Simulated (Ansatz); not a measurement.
Consider TiC in the rock salt structure (space group Fm-3m, No. 225; a = 4.328 Å).

Structures relaxed with r2SCAN (Ansatz, an electronic-structure program), scalar-relativistic without spin-orbit coupling.

Base:

Simulated powder pattern, Cu Kα1, λ = 1.54056 Å (kinematic, ideal powder, no thermal factors, no anomalous dispersion; the 10 strongest lines at most, above 2 %, up to 2θ = 90°):

| 2θ (°) | I/Imax (%) | hkl |
|---|---|---|
| 35.91 | 87 | (111) |
| 41.71 | 100 | (200) |
| 60.45 | 57 | (220) |
| 72.36 | 30 | (311) |
| 76.13 | 18 | (222) |

The change: hydrostatic tension (pressure −1 GPa).

### Question
How do the reflections move or split?

### Answer

Simulated powder pattern, Cu Kα1, λ = 1.54056 Å (kinematic, ideal powder, no thermal factors, no anomalous dispersion; the 10 strongest lines at most, above 2 %, up to 2θ = 90°):

```tsv
2θ (°)	I/Imax (%)	hkl
35.86	87	(111)
41.65	100	(200)
60.37	57	(220)
72.25	30	(311)
76.01	18	(222)
```

The indices refer to the base's conventional cell; one index is shown for lines that coincide.

Load acts through the strain it causes; cell and atoms are relaxed under it. No phonon test of stability was made. The final runs are not spin-polarised.
